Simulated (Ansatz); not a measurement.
Consider CoSi₂ (space group Fm-3m, No. 225; non-magnetic).

```yaml
crystal:
  lattice:
    - [0.00000, 2.65745, 2.65745]
    - [2.65745, 0.00000, 2.65745]
    - [2.65745, 2.65745, 0.00000]
  atoms:
    - { symbol: Co, position: [0.00000, 0.00000, 0.00000] }
    - { symbol: Si, position: [0.25000, 0.25000, 0.25000] }
    - { symbol: Si, position: [0.75000, 0.75000, 0.75000] }
```

The values are results of r2SCAN in Ansatz (plane waves to 500 eV, PAW, no SOC), not measurements.

Before the change:

```
Quantity   Result
--------  -------
Pressure  0.0 GPa
```

Perturbation: every lattice vector is shortened by 5.30 %; the atoms relax in the strained cell.

Q: How does this affect the energy relative to the base?

A: The energy increases by 0.234 eV/atom.

Q: What happens to the pressure?

A: The pressure goes from zero to 46.1 GPa.

No phonon test of stability was made. Starting moments died away, wholly or in part, for the base; another magnetic solution may exist. The final runs are not spin-polarised. An odd electron count without spin: CoSi2.

Ansatz is an electronic-structure program.
